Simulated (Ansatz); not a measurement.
Worked example: zone-centre phonon calculation of KCl (Fm-3m, 2 atoms in the cell) in Ansatz (a program for electronic structure).

Computed with PBE (plane waves, PAW; Ansatz).

```yaml
crystal:
  lattice:
    - [0.00000, 3.13557, 3.13557]
    - [3.13557, 0.00000, 3.13557]
    - [3.13557, 3.13557, 0.00000]
  atoms:
    - { symbol: K, position: [0.00000, 0.00000, 0.00000] }
    - { symbol: Cl, position: [0.50000, 0.50000, 0.50000] }
```

Reference input (self-consistent single point, DFT, PBE, plane waves, default PAW files): basis.ecutwfc = 30.9 Ry; kpoints.mp_grid.grid = 7 7 7; hamiltonian.xc = pbe; hamiltonian.pseudopotentials = {kind: paw} (the program's default PAW files); scf.occupations.method = fermi_dirac; scf.occupations.width = 0.0015 Ry. This run's input differs from it in these lines:

Ansatz 0.2 input:
```diff
@@ -12,3 +12,3 @@
   mp_grid:
-    grid: [7, 7, 7]
+    grid: [12, 12, 12]
 hamiltonian:
@@ -19,8 +19,8 @@
   occupations:
-    method: fermi_dirac
-    width: 0.0015 Ry
-output:
-  forces: true
-  eigenvalues: true
-  stress: true
+    method: fixed
+phonons:
+  method: dfpt
+  qmesh: [1, 1, 1]
+  dielectric: true
+  rigid_motions: translations
```

Output, abridged:

```
SCF iter   1: F=—  HF=-2621.216755 eV  |F-HF|=—  |Δ(HF+E_count)|=         —  Δρ=1.80e-4  dr2=1.03e-5  ethr=1.77e-3  ⟨swp⟩=4.8  Hψ=10671  notcnv=0  defer=288
all-band conjugate gradients solve this SCF's bands
preconditioner: auto → none
SCF iter   2: F=—  HF=-2621.216611 eV  |F-HF|=—  |Δ(HF+E_count)|=   1.45e-4  Δρ=1.96e-4  dr2=3.55e-5  ethr=6.46e-8  ⟨swp⟩=3.4  Hψ=6017  notcnv=0  defer=323
   [... lines left out ...]
SCF iter   5: F=—  HF=-2621.216604 eV  |F-HF|=—  |Δ(HF+E_count)|=   3.19e-7  Δρ=4.62e-6  dr2=1.74e-8  ethr=5.91e-9  ⟨swp⟩=2.0  Hψ=3097  notcnv=0  defer=15
SCF iter   6: F=—  HF=-2621.216604 eV  |F-HF|=—  |Δ(HF+E_count)|=   7.12e-9  Δρ=1.02e-6  dr2=6.43e-10  ethr=1.09e-10  ⟨swp⟩=2.0  Hψ=3097  notcnv=0  defer=16
SCF iter   7: F=—  HF=-2621.216604 eV  |F-HF|=—  |Δ(HF+E_count)|=  5.00e-10  Δρ=4.71e-7  dr2=1.74e-10  ethr=1.00e-12  ⟨swp⟩=8.2  Hψ=12362  notcnv=0
SCF iter   8: F=-2621.216604 eV  HF=-2621.216604 eV  |F-HF|=1.18e-11  |Δ(HF+E_count)|=  3.46e-11  Δρ=1.34e-7  dr2=1.45e-11  ethr=1.00e-12  ⟨swp⟩=6.0  Hψ=8114  notcnv=0
SCF 1 converged in 8 iterations: F = -2621.216604 eV  dr2 = 1.45e-11
DFPT response loops at Γ: preconditioner auto → none (the input reference at scf.mixing.eps_inf says where Resta's filter doesn't serve); β = 0.50 …
   [... lines left out ...]
WARN: on the 17×17×17 q-mesh 15 entries of the irreducible table, 4.152e-2 modes per cell, the lowest at -23.24 cm⁻¹, stand at or below zero and are read as no …
Free energy (F): -2621.216604 eV
Fermi energy:    0.923499 eV
  k-mesh period / interband length: 53.2 Å / 1.19 Å = 44.81 at k = (0.0000, 0.0000, 0.0000), direct gap 5.225 eV — 14 or more, which is no proof of convergence
   [... lines left out ...]
  largest difference from the sums on the solved wave vectors: F 5.74e-1 eV, S 8.29e-4 and C_V 2.55e-4 eV/K
  zero-point energy: 0.041236 eV/cell   skipped modes (ω ≤ 0): 18, of them read as no rigid motion or as one in doubt …
```

The run converged in 8 iterations. 

Summary of the result:
* **Free energy E − TS (on the zero of these files)**: -2621.2166 eV
* **Top of the valence band (on the code's own zero)**: 0.92 eV
* **Gap on the k-point mesh**: 5.23 eV
* **Zone-centre frequencies (cm⁻¹; negative means imaginary)**: 0, 0, 0, 143, 143, 143
* **ε∞ at this k-point mesh, which may be far from converged in small-gap cells (xx, yy, zz)**: 2.33, 2.33, 2.33
* **Born charges at this mesh (mean of the diagonal, e)**: K 1.12, Cl -1.12

The starting cell has typed, rounded lattice constants, without a prior relaxation at this level. Its lattice was rescaled by up to half a per cent. The frequencies listed for the zone centre hold no LO-TO term.
